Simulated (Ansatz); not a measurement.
# ZrSe2: response to strain

The parent structure is ZrSe$_{2}$ in the CdI2 type structure (space group P-3m1, No. 164; a = 3.660 Å, c = 5.841 Å; layered, stacked along the Cartesian z axis; relaxed with 0.1 eV smearing).

Strains are applied to the cell and any free atomic positions relax.

Calculations: PBEsol-D3(BJ) (Ansatz, a quantum-chemistry and plane-wave program, PAW, no SOC).

Notes on the quantities. pressure: mean of the normal stresses, compression positive.

```csv
isotropic strain (%),pressure (GPa)
-2.11,3.6
-1.31,2.1
0,0.0
1.47,?
4.22,-4.3
```

**Question.** Fit P = P₀ − Bδ + Cδ² with δ = (1 + ε)³ − 1 to the rows shown and predict the withheld row.

**Answer.** Least squares on the printed values gives P₀ = 0.0 GPa, B = 49.9 GPa (at held cell shape), C = 132 GPa (largest residual 0.0 GPa); this predicts -2.0 GPa, and the run gives -1.8 GPa, 0.2 higher.

Stability against distortions was not tested. The final runs are not spin-polarised.
